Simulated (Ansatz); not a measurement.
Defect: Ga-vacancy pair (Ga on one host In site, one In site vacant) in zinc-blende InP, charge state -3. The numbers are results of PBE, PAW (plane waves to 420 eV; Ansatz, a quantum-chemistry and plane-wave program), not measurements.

64-site cell at the relaxed PBE lattice, one k-point at (0.250, 0.250, 0.250), smearing 0.05 eV, spin-restricted, no finite-size correction. Energies are static. PBE gaps are too small, and in this host the defect's levels may merge with the bands. The charge state is imposed; whether it is stable for some Fermi level was not computed. Forms of the defect that were not tried may lie lower.

Barriers: single points on a 2×2×2 k-point mesh shifted by half a step at the bands' geometries (they differ from the bands' own by up to 0.08 eV, and are uncertain by about as much).

Relaxed starting cell (atoms counted from 1):

```
CELL_PARAMETERS angstrom
     11.92000     0.00000     0.00000
      0.00000    11.92000     0.00000
      0.00000     0.00000    11.92000
ATOMIC_POSITIONS crystal
  Ga 0.99411 0.00618 0.00624
  In 0.00685 0.00624 0.49464
  In 0.00692 0.49473 0.00619
  In 0.99156 0.49361 0.49378
  In 0.50029 0.00185 0.00197
  In 0.50033 0.00125 0.49882
  In 0.50037 0.49875 0.00138
  In 0.49805 0.49830 0.49836
  P  0.10990 0.13673 0.36117
  P  0.11805 0.11881 0.88349
  P  0.12350 0.62340 0.37324
  P  0.12461 0.62508 0.87534
  P  0.62869 0.12531 0.37412
  P  0.62693 0.12725 0.87765
  P  0.62442 0.62533 0.37512
  P  0.62641 0.62684 0.87678
  In 0.99954 0.24803 0.75254
  In 0.99952 0.75245 0.24816
  In 0.99915 0.75251 0.75265
  In 0.50040 0.24996 0.25006
  In 0.49934 0.24928 0.75093
  In 0.49935 0.75066 0.24955
  In 0.49977 0.75017 0.75027
  P  0.10968 0.36108 0.13684
  P  0.12354 0.37312 0.62352
  P  0.11802 0.88341 0.11891
  P  0.12443 0.87529 0.62518
  P  0.62871 0.37402 0.12543
  P  0.62429 0.37506 0.62555
  P  0.62683 0.87748 0.12742
  P  0.62641 0.87667 0.62694
  In 0.24101 0.00644 0.25460
  In 0.24657 0.00085 0.75292
  In 0.24202 0.49279 0.24137
  In 0.24796 0.49796 0.74915
  In 0.76104 0.00748 0.24209
  In 0.75337 0.00197 0.75307
  In 0.75553 0.49467 0.25745
  In 0.75044 0.49952 0.75092
  P  0.37284 0.12573 0.12578
  P  0.37324 0.12520 0.62576
  P  0.37320 0.62562 0.12536
  P  0.37424 0.62495 0.62499
  P  0.89874 0.13131 0.13142
  P  0.87518 0.12571 0.62371
  P  0.87522 0.62363 0.12577
  P  0.87566 0.62606 0.62616
  In 0.24089 0.25464 0.00663
  In 0.24213 0.24125 0.49294
  In 0.24663 0.75286 0.00101
  In 0.24778 0.74911 0.49813
  In 0.76110 0.24205 0.00760
  In 0.75526 0.25737 0.49493
  In 0.75331 0.75301 0.00213
  In 0.75041 0.75081 0.49963
  P  0.37168 0.37405 0.37416
  P  0.37310 0.37364 0.87638
  P  0.37307 0.87623 0.37379
  P  0.37538 0.87609 0.87618
  P  0.88561 0.36208 0.36235
  P  0.87567 0.37590 0.87728
  P  0.87564 0.87719 0.37598
  P  0.88303 0.88335 0.88348
```
Cell charge -3.

End state 1 differs by these moves (Å; atoms that move under 0.08 Å are left out):

```csv
atom,element,Δx,Δy,Δz
2,In,-0.19,-0.19,-0.02
3,In,-0.11,0.06,-0.06
4,In,0.06,0.05,0.05
5,In,0.09,-0.10,0.09
6,In,0.04,0.06,-0.04
9,P,0.13,-0.16,0.16
13,P,0.06,-0.18,-0.15
18,In,-0.09,0.07,0.08
20,In,0.05,-0.07,0.09
22,In,0.10,0.09,-0.07
24,P,0.16,0.15,-0.13
30,P,0.18,0.19,0.20
32,In,0.07,-0.08,-0.08
34,In,0.08,0.09,0.10
36,In,2.75,2.76,-0.03
38,In,-0.07,0.05,-0.09
44,P,-0.33,-0.34,-0.08
48,In,0.08,-0.09,-0.07
49,In,0.06,0.07,0.07
53,In,-0.18,-0.18,-0.02
54,In,-0.09,0.10,0.09
55,In,0.07,0.05,-0.06
60,P,-0.15,0.09,0.13
62,P,-0.20,0.11,-0.17
```

### Question
What is the computed forward and backward barriers to end state 1 (PBE, PAW)?

### Answer
forward 1.53 eV, backward 1.53 eV; at the saddle point atom 36 has neighbours P at 2.51, P at 2.79, P at 2.83, P at 3.01, P at 3.08 Å. The saddle point's order was not checked.

End state 2 differs by these moves (Å; atoms that move under 0.08 Å are left out):

| atom | element | Δx | Δy | Δz |
|---|---|---|---|---|
| 1 | Ga | 0.14 | 0.00 | -0.14 |
| 2 | In | -0.06 | -0.05 | 0.07 |
| 4 | In | 0.11 | 0.06 | 0.08 |
| 5 | In | -0.07 | 0.05 | 0.06 |
| 7 | In | -0.08 | -0.06 | -0.11 |
| 9 | P | 0.18 | -0.13 | 0.14 |
| 10 | P | 0.15 | 0.15 | 0.19 |
| 17 | In | 0.09 | -0.07 | 0.11 |
| 20 | In | -0.09 | -0.10 | -0.09 |
| 21 | In | -0.06 | 0.10 | 0.06 |
| 24 | P | 0.32 | 0.00 | -0.32 |
| 32 | In | 0.16 | 0.00 | -0.16 |
| 33 | In | -0.06 | 0.08 | 0.10 |
| 35 | In | 0.11 | -0.04 | 0.08 |
| 36 | In | -0.10 | -0.08 | 0.06 |
| 38 | In | -0.08 | 0.04 | -0.11 |
| 40 | P | -0.14 | 0.13 | -0.19 |
| 44 | P | -0.19 | -0.15 | -0.15 |
| 48 | In | -2.80 | 0.00 | 2.80 |
| 49 | In | 0.09 | 0.10 | 0.09 |
| 52 | In | -0.11 | 0.07 | -0.09 |
| 53 | In | -0.06 | -0.09 | 0.06 |
| 57 | P | -0.14 | -0.14 | 0.12 |
| 60 | P | -0.12 | 0.14 | 0.13 |

### Question
What is the computed forward and backward barriers to end state 2 (PBE, PAW)?

### Answer
forward 1.42 eV, backward 1.42 eV; at the saddle point atom 48 has neighbours P at 2.49, P at 2.76, P at 2.79, P at 3.00, P at 3.11 Å. The saddle point's order was not checked.

End state 3 differs by these moves (Å; atoms that move under 0.08 Å are left out):

| atom | element | Δx | Δy | Δz |
|---|---|---|---|---|
| 1 | Ga | 0.07 | -0.05 | -0.05 |
| 2 | In | -0.08 | -0.06 | 0.08 |
| 3 | In | -0.08 | 0.07 | -0.06 |
| 4 | In | 0.03 | -2.83 | -2.83 |
| 9 | P | 0.18 | -0.11 | 0.18 |
| 11 | P | -0.15 | -0.10 | 0.12 |
| 17 | In | 0.09 | 0.06 | -0.05 |
| 18 | In | 0.08 | -0.05 | 0.06 |
| 19 | In | -0.09 | -0.06 | -0.06 |
| 24 | P | 0.18 | 0.18 | -0.11 |
| 25 | P | -0.15 | 0.13 | -0.10 |
| 32 | In | 0.07 | -0.06 | -0.06 |
| 34 | In | 0.03 | 0.18 | 0.17 |
| 35 | In | -0.07 | -0.07 | -0.06 |
| 36 | In | -0.09 | -0.07 | 0.10 |
| 39 | In | 0.06 | 0.10 | -0.06 |
| 44 | P | -0.18 | -0.12 | -0.12 |
| 47 | P | 0.13 | -0.13 | -0.13 |
| 48 | In | 0.07 | -0.06 | -0.06 |
| 49 | In | 0.02 | 0.18 | 0.18 |
| 51 | In | -0.07 | -0.06 | -0.07 |
| 52 | In | -0.09 | 0.10 | -0.07 |
| 55 | In | 0.06 | -0.06 | 0.10 |
| 60 | P | 0.09 | 0.34 | 0.34 |

### Question
What is the computed forward and backward barriers to end state 3 (PBE, PAW)?

### Answer
forward 1.55 eV, backward 1.58 eV; at the saddle point atom 4 has neighbours P at 2.50, 2 P at 2.81, 2 P at 3.04 Å. The saddle point's order was not checked, and it lies on a symmetry element of the cell, where a band can be held.
